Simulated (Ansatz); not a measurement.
Start from CdS in the zinc blende structure (space group F-43m, No. 216).

```
CdS
1.0
    0.00000     2.93890     2.93890
    2.93890     0.00000     2.93890
    2.93890     2.93890     0.00000
S Cd
1 1
Direct
  0.75000   0.75000   0.75000
  0.00000   0.00000   0.00000
```

Cartesian axes are those of the cell as printed.

Calculations: Ansatz (a program for electronic structure), r2SCAN, PAW, cutoff 500 eV, without spin-orbit coupling.

Base values:

| Quantity | Value |
|---|---|
| Valence-band top at Γ | 0.00, 0.00, 0.00 eV |

Modification: a free-standing slab of 7 layers (14 atoms, 2 a layer) is cut normal to [110], with 15 Å of vacuum and the in-plane cell held at bulk.

Task: Estimate the effect on the valence-band top at Γ.

Result: The valence-band top at Γ (three highest levels, from the VBM) becomes 0.00, -0.05, -0.13 eV (base: 0.00, 0.00, 0.00 eV).

Task: Estimate the effect on the change of the spacing d23 from its bulk value of 2.078 Å.

Result: The change of the spacing d23 from its bulk value of 2.078 Å comes out as +1.9 %.

The levels and masses belong to the bands next to the band gap. Stability against distortions was not tested.
